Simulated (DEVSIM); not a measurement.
Device: abrupt Si p-n junction, at 300 K.

```csv
layer (left to right),material,thickness (μm),Nd (cm⁻³),Na (cm⁻³),τn (s),τp (s)
1,Si,10.0,-,8.6e16,1.4e-5,1.4e-5
2,Si,0.540,8.3e14,-,1.4e-5,1.4e-5
```

Left contact: ohmic. Right contact: ohmic. Voltage is applied to the left contact. Recombination: SRH at mid-gap. Mobility is μmin + (μ − μmin)/(1 + (N/Nref)^α).

The device is made up for the run: typed textbook-type constants, with dimensions and the other settings drawn at random. Values at 300 K.

```tsv
parameter	Si
gap (eV)	1.124
affinity (eV)	4.05
permittivity	11.7
Nc (cm⁻³)	2.86e19
Nv (cm⁻³)	3.1e19
μn (cm²/Vs)	1417
μp (cm²/Vs)	470
μn,min	52
μp,min	45
Nref,n	9.7e16
Nref,p	2.2e17
αn	0.68
αp	0.72
```

Model (solved in DEVSIM): 1D drift-diffusion, Boltzmann statistics, complete ionisation; no tunnelling, impact ionisation, image-force lowering or self-heating.

The thickness of layer 2 was swept, all else fixed.

```csv
thickness of layer 2 (μm),dark forward voltage at 100 A/cm² (V),dark forward voltage at 1 A/cm² (V),largest field in the device at zero bias (V/cm)
0.11,___,___,___
0.19,0.580,0.411,35000
0.32,0.613,0.431,25000
0.54,0.646,0.461,21000
0.92,0.675,0.494,19000
1.6,0.698,0.518,19000
2.7,0.723,0.535,19000
```

Task: Fill in the missing entries.

Result: 
- 0.11, dark forward voltage at 100 A/cm² (V): 0.555
- 0.11, dark forward voltage at 1 A/cm² (V): 0.395
- 0.11, largest field in the device at zero bias (V/cm): 53000
